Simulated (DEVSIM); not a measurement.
Structure: abrupt Ge p-n junction, at 350 K.

```tsv
layer (left to right)	material	thickness (μm)	Nd (cm⁻³)	Na (cm⁻³)	τn (s)	τp (s)
1	Ge	0.420	-	2.1e18	0.00066	0.00066
2	Ge	38.0	3.3e16	-	0.00066	0.00066
```

Left contact: ohmic. Right contact: ohmic. Voltage is applied to the left contact. Recombination: SRH at mid-gap, Auger. Mobility is constant in doping.

The device is made up for the run: typed textbook-type constants, with dimensions and the other settings drawn at random. Values at 300 K; Nc and Nv go as T^1.5, mobilities as T to minus their exponent, the gap by Varshni's rule with the affinity fixed.

```tsv
parameter	Ge
gap (eV)	0.664
affinity (eV)	4
permittivity	16
Nc (cm⁻³)	1.04e19
Nv (cm⁻³)	6e18
μn (cm²/Vs)	3900
μp (cm²/Vs)	1900
T exponent of μn	1.66
T exponent of μp	2.33
Cn (cm⁶/s)	1e-31
Cp (cm⁶/s)	1e-31
Varshni α (eV/K)	0.000477
Varshni β (K)	235
```

Model (solved in DEVSIM): 1D drift-diffusion, Boltzmann statistics, complete ionisation; no tunnelling, impact ionisation, image-force lowering or self-heating.

**Question.** Tabulate band edges, carrier densities and field at zero bias.

**Answer.** Energies count from the Fermi level of the right contact; mesh points crowd at the junctions.

```csv
x (μm),Ec (eV),Ev (eV),n (cm⁻³),p (cm⁻³),field (V/cm)
0.000,0.606,-0.039,2.5e10,2.1e18,≈ 0
0.02878,0.606,-0.039,2.5e10,2.1e18,≈ 0
0.08389,0.606,-0.039,2.5e10,2.1e18,≈ 0
0.2013,0.606,-0.039,2.5e10,2.1e18,≈ 0
0.3474,0.606,-0.039,2.5e10,2.1e18,≈ 0
0.3969,0.606,-0.039,2.5e10,2.1e18,-200
0.4220,0.554,-0.090,1.4e11,3.8e17,-72000
0.4712,0.342,-0.303,1.6e14,3.3e14,-31000
0.5661,0.193,-0.451,2.2e16,2.4e12,-4200
0.7650,0.180,-0.464,3.3e16,1.6e12,≈ 0
1.230,0.180,-0.464,3.3e16,1.6e12,≈ 0
2.803,0.180,-0.464,3.3e16,1.6e12,≈ 0
5.620,0.180,-0.464,3.3e16,1.6e12,≈ 0
12.20,0.180,-0.464,3.3e16,1.6e12,≈ 0
27.69,0.180,-0.464,3.3e16,1.6e12,≈ 0
33.69,0.180,-0.464,3.3e16,1.6e12,≈ 0
36.25,0.180,-0.464,3.3e16,1.6e12,≈ 0
37.47,0.180,-0.464,3.3e16,1.6e12,≈ 0
38.11,0.180,-0.464,3.3e16,1.6e12,≈ 0
38.29,0.180,-0.464,3.3e16,1.6e12,≈ 0
38.38,0.180,-0.464,3.3e16,1.6e12,≈ 0
38.42,0.180,-0.464,3.3e16,1.6e12,≈ 0
```
